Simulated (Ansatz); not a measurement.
The starting structures come from a database of crystals and need not be the phases stable at ambient conditions.

By PBEsol, the system below comes out a metal.

A figure of merit of an interconnect metal is its ballistic conductance per area.

```
CELL_PARAMETERS angstrom
      5.92137     0.00000     0.00000
     -2.96068     5.12806     0.00000
      2.96068     1.70935     2.41739
ATOMIC_POSITIONS crystal
  In 0.00000 0.00000 0.00000
  Ag 0.50000 0.50000 0.00000
  Ag 0.50000 0.00000 0.00000
  Ag 0.00000 0.50000 0.00000
```

Space group of this cell: Pm-3m, Cu3Au type. The cell is taken as given; by PBEsol its mean pressure is -3.2 GPa.

The current flows along the normal of the first two printed cell vectors, the (111) plane of the conventional cell. No spin-orbit coupling; the value is a mean over 0.1 eV about the Fermi level.

Estimate the ballistic conductance per area that PBEsol run with Ansatz (a quantum-chemistry and plane-wave program) returns for this system.

0.82 × 10¹⁵ S/m² for both spins.
